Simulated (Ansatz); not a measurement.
**A self-consistent single point of V3Cr3Si2 (R32, 8 atoms in the cell) with Ansatz (an electronic-structure program)**

Level of theory: PBEsol, default PAW files made with PBE (plane waves; Ansatz).

Input as run:

Ansatz 0.2 input:
```yaml
crystal:
  lattice:
    - [3.232730, 1.866418, 2.642060]
    - [-3.232730, 1.866418, 2.642060]
    - [0.000000, -3.732835, 2.642060]
  atoms:
    - { symbol: V, position_ang: [1.614652, 1.866418, 2.642060] }
    - { symbol: V, position_ang: [-2.423691, 0.465121, 2.642060] }
    - { symbol: V, position_ang: [0.809039, -2.331538, 2.642060] }
    - { symbol: Cr, position_ang: [1.614878, 0.000001, 3.963090] }
    - { symbol: Cr, position_ang: [-0.807439, 1.398526, 3.963090] }
    - { symbol: Cr, position_ang: [-0.807439, -1.398525, 3.963090] }
    - { symbol: Si, position_ang: [-0.000000, 0.000000, 1.988124] }
    - { symbol: Si, position_ang: [-0.000000, 0.000001, 5.938056] }
kpoints:
  mp_grid: { grid: [6, 6, 6] }
hamiltonian:
  xc: pbesol
  pseudopotentials: { kind: paw }
scf:
  occupations: { method: fermi_dirac, width: 0.1 }
output:
  forces: true
  eigenvalues: true
  stress: true
```

Log, with long lists cut:

```
WARN basis.ecutwfc = 420 eV, the default
WARN ansatz: RAYON_NUM_THREADS=1 ignored (pool sized by the plan → 1); use --threads N
Pseudopotentials: kind: paw
Pseudopotential: V, paw, valence charge 13
Pseudopotential: Cr, paw, valence charge 14
Pseudopotential: Si, paw, valence charge 4
Crystal: 8 atoms, lattice volume = 95.647 Å³
Basis set: ecut = 420 eV, 1863 PW (Γ), exchange–correlation on 64×64×64 points (8 copies of the dense FFT grid, shifted against one another)
Bands: 54, of which v1, the nominal top of the filled ones, is band 45 counted from 1 (44 counted from 0)
Symmetry: 6 space group operations
Space group: R32 (ITA 155), of the structure as read, at distance tolerance 4.6e-5 Å
k-points: 32 of 216 (time reversal used)
PAW frozen core: V, regenerated for the run's functional, and the local potential with it
PAW frozen core: Cr, regenerated for the run's functional, and the local potential with it
PAW frozen core: Si, regenerated for the run's functional, and the local potential with it
Initial density: superposition of atomic densities (neutral atoms: chi_scale 0, normalization atom), corrected by the library's trained network
Initial wavefunctions: pseudopotential atomic-orbital guess
Eigensolver: davidson
Functional: x = pbesol(κ = 0.804, μ = 0.12345679012345678), c = pbesol(β = 0.046)
SCF iter   1: F=—  HF=-19950.623165 eV  |F-HF|=—  |Δ(HF+E_count)|=         —  Δρ=1.29e-2  dr2=1.43e-1  ethr=1.77e-3  ⟨swp⟩=6.2  Hψ=6061  notcnv=0
all-band conjugate gradients solve this SCF's bands
preconditioner: auto → Kerker (q_TF=auto, 2.696 Å⁻¹)
SCF iter   2: F=—  HF=-19950.601585 eV  |F-HF|=—  |Δ(HF+E_count)|=   2.16e-2  Δρ=4.11e-3  dr2=1.68e-2  ethr=1.61e-4  ⟨swp⟩=2.2  Hψ=2836  notcnv=0
SCF iter   3: F=—  HF=-19950.599197 eV  |F-HF|=—  |Δ(HF+E_count)|=   2.39e-3  Δρ=1.21e-3  dr2=1.62e-3  ethr=1.89e-5  ⟨swp⟩=1.8  Hψ=1985  notcnv=0
SCF iter   4: F=—  HF=-19950.598784 eV  |F-HF|=—  |Δ(HF+E_count)|=   4.14e-4  Δρ=2.56e-4  dr2=9.38e-5  ethr=1.82e-6  ⟨swp⟩=2.0  Hψ=2378  notcnv=0
SCF iter   5: F=—  HF=-19950.598897 eV  |F-HF|=—  |Δ(HF+E_count)|=   1.14e-4  Δρ=6.74e-5  dr2=4.16e-6  ethr=1.05e-7  ⟨swp⟩=2.0  Hψ=2387  notcnv=0
SCF iter   6: F=—  HF=-19950.598897 eV  |F-HF|=—  |Δ(HF+E_count)|=   2.39e-7  Δρ=2.14e-5  dr2=4.58e-7  ethr=4.67e-9  ⟨swp⟩=2.0  Hψ=2306  notcnv=0
SCF iter   7: F=-19950.598897 eV  HF=-19950.598897 eV  |F-HF|=3.28e-8  |Δ(HF+E_count)|=   1.28e-8  Δρ=6.07e-6  dr2=3.80e-8  ethr=1.12e-10  ⟨swp⟩=5.7  Hψ=5850  notcnv=0
SCF 1 converged in 7 iterations: F = -19950.598897 eV  dr2 = 3.80e-8
SCF converged after 7 iterations
Free energy (F): -19950.598897 eV
Harris-Foulkes:  -19950.598897 eV  (|F-HF|=3.28e-8)
Internal energy: -19950.456830 eV  (E = F + TS)
E sigma→0 (E₀):  -19950.527864 eV
Entropy (-TS):   -0.142067 eV (-17.758 meV/atom)
Fermi energy:    17.132653 eV
--- Per-component energies (eV) ---
  E_band       = -842.537431
  E_kinetic    = 2139.676732
  E_local      = -7211.229498  (includes V_loc(G=0)·N_el)
  E_nonlocal   = 159.519696
  E_hartree    = 3261.269872
  E_xc         = -923.327988
  E_vxc        = -1133.843445  (∫ρ·V_xc dr)
  E_paw        = -7761.767721  (= ΣΔE_a)
  E_vpaw       = -1319.215632  (= ΣTr[D̂ρ^β])
  E_aug_tail   = 0.002169  (compensation charges beyond the density's cutoff)
  E_ewald      = -9615.592250
  E_core_change = 0.992157  (= ΣΔE_core)
  E_smearing   = -0.142067  (= −TS)
  E_closure    = 0.000000  (closes the sum)
  Σ components = -19950.598897   (vs F -19950.598897, Δ=0.00e0)
--- Forces (eV/Å), atoms counted from 1 ---
  atom   1  V      0.00050761     0.00000000     0.00000000
  atom   2  V     -0.00025380     0.00043960    -0.00000000
  atom   3  V     -0.00025380    -0.00043960     0.00000000
  atom   4  Cr     0.00611124    -0.00000000    -0.00000000
  atom   5  Cr    -0.00305562     0.00529249    -0.00000000
  atom   6  Cr    -0.00305562    -0.00529249     0.00000000
  atom   7  Si     0.00000000     0.00000000     0.01944664
  atom   8  Si     0.00000000    -0.00000000    -0.01944664
  max |Σ_I F_I| component: 6.29e-17 eV/Å
--- Stress (GPa, compression-positive) ---
       -3.470686       0.000000       0.000000
        0.000000      -3.470686      -0.000000
        0.000000      -0.000000      -3.487469
  P = ⅓ Tr σ = -3.4763 GPa (-34.763 kbar)
  The stress holds the Pulay correction. Without it, at fixed plane waves, as pw.x and ABINIT print it: P = -3.5561 GPa
--- Band table (eV; the first three rows and the last of 32) ---
  k-point 0: bands = ["-53.9372", "-53.9049", "-53.9049", "-46.3836", "-46.3300", "-46.3300", "-25.6037", "-25.6037", "-25.5330", "-25.4628", "-25.4413", "-25.4413", "-25.3200", "-25.3200", "-25.3009", "-20.4264", "-20.3939", "-20.3939", "-20.3666", [...]
  k-point 1: bands = ["-53.9358", "-53.9086", "-53.9023", "-46.3820", "-46.3368", "-46.3258", "-25.6064", "-25.5896", "-25.5291", "-25.4621", "-25.4517", "-25.4199", "-25.3253", "-25.3165", "-25.3042", "-20.4287", "-20.4136", "-20.4026", "-20.3822", [...]
  k-point 2: bands = ["-53.9323", "-53.9130", "-53.9007", "-46.3783", "-46.3443", "-46.3243", "-25.6054", "-25.5836", "-25.5030", "-25.4614", "-25.4560", "-25.3900", "-25.3371", "-25.3142", "-25.3100", "-20.4588", "-20.4347", "-20.4268", "-20.3822", [...]
  k-point 31: bands = ["-53.9146", "-53.9142", "-53.9142", "-46.3523", "-46.3523", "-46.3521", "-25.5432", "-25.5049", "-25.5049", "-25.4563", "-25.4068", "-25.3460", "-25.3460", "-25.3270", "-25.3270", "-20.5278", "-20.5073", "-20.5073", [...]
```

The run converged in 7 iterations.

The starting cell comes from a database of computed structures (which also holds hypothetical and non-ambient phases and stackings), without a prior relaxation at this level. Spin polarisation is off. With a pressure of about -3 GPa the cell is away from its equilibrium volume at this level. Ansatz's pressure includes its estimate of the finite-basis (Pulay) stress.
